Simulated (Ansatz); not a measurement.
Effective masses and thermopower of ZnO under load (space group P6_3mc)

Input:

```yaml
crystal:
  lattice:
    - [3.21415, 0.00000, 0.00000]
    - [-1.60707, 2.78353, 0.00000]
    - [0.00000, 0.00000, 5.18911]
  atoms:
    - { symbol: Zn, position: [0.33333, 0.66667, 0.99806] }
    - { symbol: Zn, position: [0.66667, 0.33333, 0.49806] }
    - { symbol: O, position: [0.33333, 0.66667, 0.37694] }
    - { symbol: O, position: [0.66667, 0.33333, 0.87694] }
```

Level of theory: PBE with spin-orbit coupling, rigid bands (plane waves, PAW; Ansatz, a program for electronic structure). Condition of this run: hydrostatic pressure of 2.2 GPa (compression positive) (the target of the relaxation). Geometry: cell and atoms relaxed with PBEsol, then loaded as said.

- band gap = 0.81 eV
- electron conductivity mass (300 K, dilute) = 0.171 mₑ
- hole conductivity mass (300 K, dilute) = 1.83 (x), 1.83 (y), 2.8 (z) mₑ
- effective density of states N_c (300 K) = 1.6e18 cm⁻³
- effective density of states N_v (300 K) = 7.8e19 cm⁻³
- density-of-states mass, electrons = 0.160 mₑ
- density-of-states mass, holes = 2.1 mₑ
- Seebeck coefficient, n-type 1e19 cm⁻³, 300 K = -100 μV/K
- best n-type power factor at 300 K for τ = 10 fs (best axis; densities from 1e16 to 1e21 cm⁻³ tried, whether or not they can be reached) = 1.51 μW/(cm·K²) at 1e19 cm⁻³
- Seebeck coefficient, p-type 1e19 cm⁻³, 300 K = 433 μV/K

Rigid bands; masses and Seebeck coefficients take one relaxation time τ for all states and one kind of carrier; polarons and phonon drag are left out. Geometry: cell and atoms relaxed with PBEsol.
